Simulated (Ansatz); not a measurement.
CaTiO3 (Cmcm, No. 63, 20 atoms in the cell; start mp-1205364; a measured phase of this formula has another space group)

Calculation: PBEsol (plane waves, PAW; Ansatz, a quantum-chemistry and plane-wave program).

Numerical settings: plane-wave cutoff 520 eV, 6×6×6 k mesh, Fermi–Dirac smearing 0.01 eV, no spin polarisation, scalar-relativistic PAW data made under PBE.

Cell (relaxed with PBEsol):

```xyz
20
Lattice="3.7844 -3.8244 0.0000 3.7844 3.8244 0.0000 0.0000 0.0000 7.6392" Properties=species:S:1:pos:R:3 pbc="T T T"
Ca     3.7844    -0.1169     1.9098
Ca     3.7844     0.1169     5.7294
Ca     3.7844     3.7535     1.9098
Ca     3.7844    -3.7535     5.7294
Ti     1.8922     1.9122     3.8196
Ti     1.8922     1.9122     0.0000
Ti     1.8922    -1.9122     3.8196
Ti     1.8922    -1.9122     0.0000
O      5.3230    -1.8735     1.9098
O      2.2458     1.8735     5.7294
O      5.3230     1.8735     5.7294
O      2.2458    -1.8735     1.9098
O      3.7844     1.5849     0.3450
O      3.7844    -1.5849     7.2942
O      3.7844    -1.5849     4.1646
O      3.7844     1.5849     3.4746
O      1.5443     0.0000     0.0000
O      6.0245     0.0000     0.0000
O      6.0245     0.0000     3.8196
O      1.5443     0.0000     3.8196
```

```
Property                                      Result
-------------------------------------------  -------
band gap                                     2.18 eV
smallest direct gap on the k points sampled  2.19 eV
direct gap at Γ                              2.20 eV
```

Computed values are for the static lattice.

A start named mp-… is a Materials Project structure, which need not be a measured phase.
